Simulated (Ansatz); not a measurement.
**What uniaxial strain ε_zz = +1.50 % does to InAs**

Consider InAs in the zinc blende structure (space group F-43m, No. 216; a = 6.087 Å). Axes: x, y, z lie along the cube axes.

Now apply this change: uniaxial strain ε_zz = +1.50 %, all other strain components held at zero, atoms relaxed at fixed cell.

Calculations: PBEsol in Ansatz (plane waves to 420 eV, PAW, scalar-relativistic without spin-orbit coupling). Settings: 9×9×9 k-points, 0.05 eV Fermi–Dirac smearing.

The volume per atom increases by 0.42 Å³ to 28.62 Å³ and the space group becomes I-4m2 (No. 119) (base: F-43m (No. 216)). The shortest interatomic distance rises by 0.013 Å (2.636 Å → 2.649 Å) and the energy rises by 1.5 meV/atom. The pressure (mean of the normal stresses, compression positive) goes from zero to -0.8 GPa and the band gap stays zero. The stress (xx, yy, zz, yz, xz, xy; compression positive) comes out as (-0.6, -0.6, -1.2, 0.0, 0.0, 0.0) GPa (rough).

Cost of the whole job for the changed cell (relaxation, final SCF and bands): very roughly 21 core-seconds.

Without a gap, meshes like the base's 9×9×9 leave anisotropic stresses uncertain by several tenths of a GPa, and small strain energies with them. Stability against distortions was not tested. The final runs are not spin-polarised. A zero or small gap of InAs can be the functional's error rather than a property of the material.

Ansatz is a quantum-chemistry and plane-wave program.
